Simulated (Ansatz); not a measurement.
Structures of equal composition on the (000-1) surface of wurtzite GaN (N plane on top): 2x2 Mg adatom at H3; 2x2 Mg adatom at T4. The slabs share one bottom face, and each structure is named by its start. These are constructed structures in small cells; real faces may alloy, dewet or reconstruct in larger ones, and not all known structures of the face are among them. Slabs of about 14 Å, Fermi-Dirac smearing of 0.025 eV. Bottom of the slabs: H caps. Relaxed from the named starts with such symmetry as they have, on meshes of like density; energies extrapolated to zero smearing; spin only where a row says so; no spin-orbit coupling, no U. Brackets mark spin-polarised runs, whose order is one that fits the cell. Where a second, spin-polarised start was run, the lower counts.

Computed with PBE (plane waves to 420 eV, PAW; Ansatz, an electronic-structure program).

Question: Put the candidates in order of energy per 1x1 cell, lowest first, for PBE.

Answer: 2x2 Mg adatom at H3 (0.000 eV [spin, 1.0 μB a cell], no gap on the mesh), 2x2 Mg adatom at T4 (0.185 eV (3 Mg–N bonds formed) [spin, 1.0 μB a cell], no gap on the mesh)
